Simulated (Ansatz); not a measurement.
A computed series for Al2O3: pressure series

Take Al$_{2}$O$_{3}$ in the corundum structure (space group R-3c, No. 167; a = 4.7737 Å, c = 13.0150 Å (hexagonal axes)) as the base.

Cell and atoms are relaxed at each pressure.

The values are results of PBEsol in Ansatz (plane waves to 420 eV, PAW, without spin-orbit coupling), not measurements.

| change | shortest interatomic distance | electron mass | band gap |
|---|---|---|---|
| base | 1.861 Å | 0.40 mₑ along c, 0.37 mₑ across (at Γ) | 6.03 eV |
| pressure −2 GPa | 1.867 Å | 0.39 mₑ along c, 0.37 mₑ across (at Γ) | 5.93 eV |
| pressure −1 GPa | 1.864 Å | 0.39 mₑ along c, 0.37 mₑ across (at Γ) | 5.98 eV |
| pressure 0.9 GPa | 1.859 Å | 0.40 mₑ along c, 0.37 mₑ across (at Γ) | 6.07 eV |
| pressure 2.1 GPa | 1.856 Å | 0.40 mₑ along c, 0.37 mₑ across (at Γ) | 6.13 eV |
| pressure 4.5 GPa | 1.850 Å | 0.41 mₑ along c, 0.38 mₑ across (at Γ) | 6.24 eV |
| pressure 9 GPa | 1.840 Å | 0.42 mₑ along c, 0.38 mₑ across (at Γ) | 6.45 eV |
| pressure 15 GPa | 1.827 Å | 0.43 mₑ along c, 0.39 mₑ across (at Γ) | 6.70 eV |
| pressure 22.5 GPa | 1.812 Å | 0.45 mₑ along c, 0.40 mₑ across (at Γ) | 7.00 eV |
| pressure 30 GPa | 1.799 Å | 0.47 mₑ along c, 0.41 mₑ across (at Γ) | 7.28 eV |

Load acts through the strain it causes; cell and atoms are relaxed under it. Masses are band curvatures over ±0.01 Å⁻¹ around the edge. Stability against distortions was not tested. Competing high-pressure phases were not computed.

Ansatz is a program for electronic structure.
